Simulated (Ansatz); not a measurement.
Base system: Ni in the fcc (Cu type) structure (space group Fm-3m, No. 225; a = 3.4788 Å; ferromagnetic; relaxed with 0.1 eV smearing). Axes: x, y, z lie along the cube axes.

Method: Kohn–Sham DFT with the r2SCAN functional, run in Ansatz (a program for electronic structure) with PAW and 500 eV plane waves, spin-orbit coupling left out.

Strains are applied to the cell and any free atomic positions relax; under biaxial strain the out-of-plane vector relaxes too.

One change was made to it. Results:

| quantity | base | after |
|---|---|---|
| energy relative to the base (free energy F) | 0 meV/atom | +1.2 meV/atom |
| magnetic state | ferromagnetic | ferromagnetic |
| largest site moment | 0.79 μB | 0.80 μB |

Task: Which change produced these results?
(A) uniaxial strain ε_zz = −2.10 %
(B) isotropic strain −4.87 %
(C) biaxial strain +2.25 %, plane normal [001], relaxed out of plane
(D) tensor shear ε_yz = +0.80 %
(E) biaxial strain +4.80 %, plane normal [001], relaxed out of plane

Result: D, tensor shear ε_yz = +0.80 %. For comparison, the energy relative to the base in the other runs: biaxial strain +2.25 %, plane normal [001], relaxed out of plane gives +8.6 meV/atom; isotropic strain −4.87 % gives +186 meV/atom; biaxial strain +4.80 %, plane normal [001], relaxed out of plane gives +34 meV/atom; uniaxial strain ε_zz = −2.10 % gives +4.6 meV/atom.

The magnetic state is the one reached from the starting moments; the real material's order can differ, and small cells can't hold many antiferromagnetic ones. Whether these cells are dynamically stable was not tested.
